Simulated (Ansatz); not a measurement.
Consider Hf in the hcp (Mg type) structure (space group P6_3/mmc, No. 194; a = 3.1174 Å, c = 4.9501 Å; relaxed with 0.1 eV smearing). Axes: x lies along a and z along c of the hexagonal cell.

Level of theory: Ansatz (a first-principles code), LDA, PAW, cutoff 420 eV, no spin-orbit coupling.

Before the change:

```
Quantity   Result
--------  -------
Pressure  0.0 GPa
Band gap     zero
```

The change: biaxial strain −1.00 %, plane normal [001], relaxed out of plane (Cartesian); in-plane vectors clamped, the third vector and the atoms free.

Task: What happens to the pressure?

Result: The pressure (mean of the normal stresses, compression positive) goes from zero to 1.4 GPa.

Task: Estimate the effect on the out-of-plane strain.

Result: The out-of-plane strain comes out as +0.78 %.

Task: How does this affect the band gap?

Result: The band gap is still zero.

Whether these cells are dynamically stable was not tested. The final runs are not spin-polarised.
